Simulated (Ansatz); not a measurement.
Abridged Ansatz (an electronic-structure program) output:

```
Relaxation: its limit of steps is 50 (relax.max_steps)
Pseudopotential: Mg, paw, valence charge 10
Crystal: 2 atoms, lattice volume = 44.624 Å³
Basis set: ecut = 420 eV, 857 PW (Γ), exchange–correlation on 48×48×72 points (8 copies of the dense FFT grid, shifted against one another)
Bands: 14, of which v1, the nominal top of the filled ones, is band 10 counted from 1 (9 counted from 0)
Symmetry: 24 space group operations
k-points: 288 of 4851
Functional: x = pbesol(κ = 0.804, μ = 0.12345679012345678), c = pbesol(β = 0.046)
SCF iter   1: F=—  HF=-3824.116415 eV  |F-HF|=—  |Δ(HF+E_count)|=         —  Δρ=2.07e-3  dr2=9.61e-4  ethr=1.77e-3  ⟨swp⟩=5.0  Hψ=20162  notcnv=0
SCF iter   2: F=—  HF=-3824.115145 eV  |F-HF|=—  |Δ(HF+E_count)|=   1.27e-3  Δρ=9.38e-4  dr2=2.72e-4  ethr=4.81e-6  ⟨swp⟩=2.5  Hψ=9299  notcnv=0
SCF 1 converged in 6 iterations: F = -3824.115034 eV  dr2 = 4.61e-11
relax step   1: F+E_penalty+E_count = -3824.11503407 eV  Δ(F+E_penalty+E_count) = +0.000e0 eV  max|allowed force component| = 2.776e-17 eV/Å  Δτ_max = 0.0000 Å  (6 SCF iters, accepted)
SCF converged after 6 iterations
Free energy (F): -3824.115034 eV
Internal energy: -3824.089030 eV  (E = F + TS)
E sigma→0 (E₀):  -3824.102032 eV
Entropy (-TS):   -0.026004 eV (-13.002 meV/atom)
Fermi energy:    5.847235 eV
--- Forces (eV/Å), atoms counted from 1 ---
  atom   1  Mg     0.00000000    -0.00000000     0.00000000
  atom   2  Mg     0.00000000     0.00000000     0.00000000
--- Stress (GPa, compression-positive) ---
        0.212674       0.000000       0.000000
       -0.000000       0.212674       0.000000
        0.000000       0.000000       0.717035
  P = ⅓ Tr σ = 0.3808 GPa (3.808 kbar)
--- Relaxed structure (1 steps of the walk, 1 accepted, 0 SCFs on fresh bases) ---
  atoms:
    - { symbol: Mg, position: [0.6666666666666666, 0.3333333333333333, 0.25] }
    - { symbol: Mg, position: [0.3333333333333333, 0.6666666666666666, 0.75] }
```

**Question.** What was computed, and what are the main results?

**Answer.** Mg, 2 atoms in the cell, with PBEsol/PAW in Ansatz, no spin-orbit coupling. The last SCF converged to F = -3824.115034 eV, or -1912.0575 eV per atom, at a pressure of 0.38 GPa. The total energy compares only with runs of the same code, potentials and settings.

The cells carry an imposed strain or load. Whether these cells are dynamically stable was not tested. The cell was made from Mg in the hcp (Mg type) structure (space group P6_3/mmc, No. 194) by this change: uniaxial strain ε_zz = −1.00 %.

Keys are those of Ansatz 0.2.
